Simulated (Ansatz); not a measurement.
Given:

```xyz
1
Lattice="-1.6254 1.6254 1.6458 1.6254 -1.6254 1.6458 1.6254 1.6254 -1.6458" Properties=species:S:1:pos:R:3 pbc="T T T"
Nb     0.0000     0.0000     0.0000
```

These are PBEsol, rigid bands (plane waves, PAW, scalar-relativistic; Ansatz, a first-principles code) values and carry that method's errors. Condition of this run: biaxial stress xx = yy = 2 GPa (compression positive) (the target of the relaxation). Geometry: cell and atoms relaxed with PBEsol, then loaded as said.

**Question.** Predict the product ρ₀λ of resistivity and mean free path that follows from the Fermi surface's area.

**Answer.** 3.8 ×10⁻¹⁶ Ω·m².

**Question.** And the Drude plasma energy and the root-mean-square Fermi velocity at 300 K?

**Answer.** 9.5 eV; 6.5e5 m/s.

A metal at this level (no band gap); rigid bands, thermally averaged at 300 K, both spins. Spin-orbit coupling is left out. τ is one relaxation time for all states; the product of resistivity and mean free path takes one path for all states instead.
